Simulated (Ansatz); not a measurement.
Worked example: self-consistent single point of ScGa3 (P4mm, 4 atoms in the cell) in Ansatz (a quantum-chemistry and plane-wave program).

Computed with PBEsol, default PAW files made with PBE (plane waves; Ansatz).

```xyz
4
Lattice="4.0614 0.0000 0.0000 0.0000 4.0614 0.0000 0.0000 0.0000 4.0614" Properties=species:S:1:pos:R:3 pbc="T T T"
Sc     0.0000     0.0000     0.0500
Ga     2.0307     2.0307     0.0000
Ga     0.0000     2.0307     2.0307
Ga     2.0307     0.0000     2.0307
```

Reference input (self-consistent single point, DFT, PBEsol, plane waves, default PAW files made with PBE): basis.ecutwfc = 420 eV; kpoints.mp_grid.grid = 8 8 8; hamiltonian.xc = pbesol; hamiltonian.pseudopotentials = {kind: paw} (the program's default PAW files); scf.occupations.method = gaussian; scf.occupations.width = 0.1 eV. This run's input differs from it in these lines:

Ansatz 0.2 input:
```diff
@@ -13,3 +13,3 @@
 kpoints:
-  mp_grid: { grid: [8, 8, 8] }
+  mp_grid: { grid: [20, 20, 20], shift: [0.5, 0.5, 0.5] }
 hamiltonian:
```

Log, with long lists cut:

```
SCF iter   1: F=—  HF=-13343.180096 eV  |F-HF|=—  |Δ(HF+E_count)|=         —  Δρ=3.27e-3  dr2=1.18e-2  ethr=1.77e-3  ⟨swp⟩=5.6  Hψ=65331  notcnv=0
all-band conjugate gradients solve this SCF's bands
preconditioner: auto → Kerker (q_TF=auto, 2.598 Å⁻¹)
SCF iter   2: F=—  HF=-13343.177407 eV  |F-HF|=—  |Δ(HF+E_count)|=   2.69e-3  Δρ=1.83e-3  dr2=4.92e-3  ethr=2.36e-5  ⟨swp⟩=2.1  Hψ=30318  notcnv=0
SCF iter   3: F=—  HF=-13343.176328 eV  |F-HF|=—  |Δ(HF+E_count)|=   1.08e-3  Δρ=1.11e-3  dr2=1.80e-3  ethr=9.84e-6  ⟨swp⟩=2.4  Hψ=28557  notcnv=0
SCF iter   4: F=—  HF=-13343.175707 eV  |F-HF|=—  |Δ(HF+E_count)|=   6.21e-4  Δρ=1.99e-4  dr2=2.63e-5  ethr=3.60e-6  ⟨swp⟩=3.0  Hψ=28122  notcnv=0
SCF iter   5: F=—  HF=-13343.175711 eV  |F-HF|=—  |Δ(HF+E_count)|=   3.58e-6  Δρ=1.05e-4  dr2=6.32e-6  ethr=5.25e-8  ⟨swp⟩=2.1  Hψ=19400  notcnv=0
SCF iter   6: F=—  HF=-13343.175711 eV  |F-HF|=—  |Δ(HF+E_count)|=   6.29e-7  Δρ=2.03e-5  dr2=2.57e-7  ethr=1.26e-8  ⟨swp⟩=2.0  Hψ=19485  notcnv=0
SCF iter   7: F=-13343.175711 eV  HF=-13343.175711 eV  |F-HF|=3.42e-9  |Δ(HF+E_count)|=   3.00e-8  Δρ=5.84e-6  dr2=1.97e-8  ethr=2.00e-10  ⟨swp⟩=6.2  Hψ=65009  notcnv=0
SCF 1 converged in 7 iterations: F = -13343.175711 eV  dr2 = 1.97e-8
Free energy (F): -13343.175711 eV
Internal energy: -13343.167040 eV  (E = F + TS)
E sigma→0 (E₀):  -13343.171376 eV
Entropy (-TS):   -0.008672 eV (-2.168 meV/atom)
Fermi energy:    12.128373 eV
--- Forces (eV/Å), atoms counted from 1 ---
  atom   1  Sc     0.00000000     0.00000000    -0.38031687
  atom   2  Ga     0.00000000     0.00000000    -0.00633922
  atom   3  Ga     0.00000000     0.00000000     0.19332788
  atom   4  Ga     0.00000000     0.00000000     0.19332788
--- Stress (GPa, compression-positive) ---
       -0.813471       0.000000      -0.000000
        0.000000      -0.813471       0.000000
       -0.000000       0.000000      -0.784440
  P = ⅓ Tr σ = -0.8038 GPa (-8.038 kbar)
  The stress holds the Pulay correction. Without it, at fixed plane waves, as pw.x and ABINIT print it: P = -0.8487 GPa
```

The run converged in 7 iterations. Against the reference run the free energy rises by 2.8 meV/atom, the pressure goes from -0.48 to -0.80 GPa and the largest force hardly changes (0.382 to 0.380 eV/Å).

The starting cell comes from a database of computed structures (which also holds hypothetical and non-ambient phases and stackings), without a prior relaxation at this level. Its lattice was rescaled by up to half a per cent. One atom was moved a little off its site on purpose. Ansatz's pressure includes its estimate of the finite-basis (Pulay) stress.

Cost on one core of a shared machine: roughly 90 s.
